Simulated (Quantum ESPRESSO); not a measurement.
Worked example: self-consistent single point of Cu₆GeSb (P-6m2, 8 atoms in the cell) in Quantum ESPRESSO.

Method: PBEsol, PSlibrary ultrasoft (PBE) pseudopotentials (plane waves; Quantum ESPRESSO).

```yaml
crystal:
  lattice:
    - [4.25188, 0.00000, 0.00000]
    - [-2.12594, 3.68224, 0.00000]
    - [0.00000, 0.00000, 7.57284]
  atoms:
    - { symbol: Cu, position: [0.66667, 0.33333, 0.00000] }
    - { symbol: Cu, position: [0.66667, 0.33333, 0.50000] }
    - { symbol: Cu, position: [0.00000, 0.00000, 0.67676] }
    - { symbol: Cu, position: [0.00000, 0.00000, 0.32324] }
    - { symbol: Cu, position: [0.33333, 0.66667, 0.84184] }
    - { symbol: Cu, position: [0.33333, 0.66667, 0.15816] }
    - { symbol: Ge, position: [0.00000, 0.00000, 0.00000] }
    - { symbol: Sb, position: [0.33333, 0.66667, 0.50000] }
```

Reference input (self-consistent single point, DFT, PBEsol, plane waves, PSlibrary ultrasoft (PBE) pseudopotentials): ecutwfc = 50 Ry; ecutrho = 300 Ry; occupations = smearing; smearing = cold; degauss = 0.0073499 Ry; input_dft = pbesol; K_POINTS = automatic 6 6 3 0 0 0; conv_thr = 1e-10 Ry; mixing_beta = 0.4. This run's input differs from it in these lines:

```diff
@@ -23,3 +23,3 @@
 &electrons
-  conv_thr = 1.0d-10
+  conv_thr = 7.3e-06
   mixing_beta = 0.4
```

Output, abridged:

```
     Self-consistent Calculation

     iteration #  1     ecut=    50.00 Ry     beta= 0.40

---- Real-time Memory Report at c_bands before calling an iterative solver
           277 MiB given to the printing process from OS
           109 MiB allocation reported by mallinfo(arena+hblkhd)
------------------

     Threshold (ethr) on eigenvalues was too large:
     Diagonalizing with lowered threshold

---- Real-time Memory Report at c_bands before calling an iterative solver
           341 MiB given to the printing process from OS
           127 MiB allocation reported by mallinfo(arena+hblkhd)
------------------

   [... lines left out ...]

---- Real-time Memory Report at c_bands before calling an iterative solver
           349 MiB given to the printing process from OS
           136 MiB allocation reported by mallinfo(arena+hblkhd)
------------------

     total energy              =    -765.24640293 Ry
     estimated scf accuracy    <       0.00010938 Ry

     iteration #  9     ecut=    50.00 Ry     beta= 0.40

---- Real-time Memory Report at c_bands before calling an iterative solver
           350 MiB given to the printing process from OS
           137 MiB allocation reported by mallinfo(arena+hblkhd)
------------------
     End of self-consistent calculation

     the Fermi energy is    10.5097 ev

!    total energy              =    -765.24641606 Ry
     estimated scf accuracy    <       0.00000181 Ry
     smearing contrib. (-TS)   =      -0.00004560 Ry
     internal energy E=F+TS    =    -765.24637046 Ry

     convergence has been achieved in   9 iterations

     Forces acting on atoms (cartesian axes, Ry/au):

     atom    1 type  1   force =     0.00000000    0.00000000    0.00000000
     atom    2 type  1   force =    -0.00000000   -0.00000000    0.00000000
     atom    3 type  1   force =     0.00000000    0.00000000   -0.00101241
     atom    4 type  1   force =     0.00000000    0.00000000    0.00101241
     atom    5 type  1   force =    -0.00000000   -0.00000000    0.00138739
   [... lines left out ...]
     Total force =     0.002429     Total SCF correction =     0.003177
   [... lines left out ...]
     SCF correction compared to forces is large: reduce conv_thr to get better values

          total   stress  (Ry/bohr**3)                   (kbar)     P=      -44.80
  -0.00027972   0.00000000   0.00000000          -41.15        0.00        0.00
   0.00000000  -0.00027972   0.00000000            0.00      -41.15        0.00
  -0.00000000  -0.00000000  -0.00035419           -0.00       -0.00      -52.10

   JOB DONE.
```

The run converged in 9 iterations. Against the reference run the free energy stays essentially unchanged (within 1 meV/atom), the pressure goes from -4.29 to -4.48 GPa and the largest force goes from 0.066 to 0.036 eV/Å. The full log also holds: “SCF correction compared to forces is large: reduce conv_thr to get better values”.

The starting cell comes from a database of computed structures (which also holds hypothetical and non-ambient phases and stackings), without a prior relaxation at this level. Spin polarisation is off. With a pressure of about -4 GPa the cell is away from its equilibrium volume at this level.

Cost on one core of a shared machine: roughly 60 s.
